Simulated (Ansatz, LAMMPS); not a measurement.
Si well of 8 atomic layers along [001] in random Si0.8Ge0.2, Ge share that oscillates in the well. Cell 16.58 × 16.58 × 44.04 Å, Si487Ge89, 576 atoms. Prepared with Tersoff's 1989 multicomponent potential (SiCGe.tersoff) (LAMMPS): minimisation. 

Basis: localised support functions (accuracy medium) on a full density matrix. k-points: zone centre alone; occupations: Fermi-Dirac, 0.010 eV; spin polarisation not allowed. Scalar-relativistic, no spin-orbit coupling.

Task: What gap and bonding does PBE, support functions at accuracy medium on the grid of 370 eV (Ansatz, a quantum-chemistry and plane-wave program) give?

Result: 
Kohn-Sham gap of the cell on its k-mesh: 0.54 eV
weight of the highest filled level on the well: 0.23
weight of the lowest empty level on the well: 0.63
coordination (neighbours within 2.849 Å): 100.0 % 4-fold
Ge-Ge bonds, mean ± spread: 2.468 ± 0.004 Å
Ge-Si bonds, mean ± spread: 2.420 ± 0.005 Å
Si-Si bonds, mean ± spread: 2.377 ± 0.005 Å
bond angles, mean ± spread: 109.5° ± 0.9°
pressure: -0.57 GPa
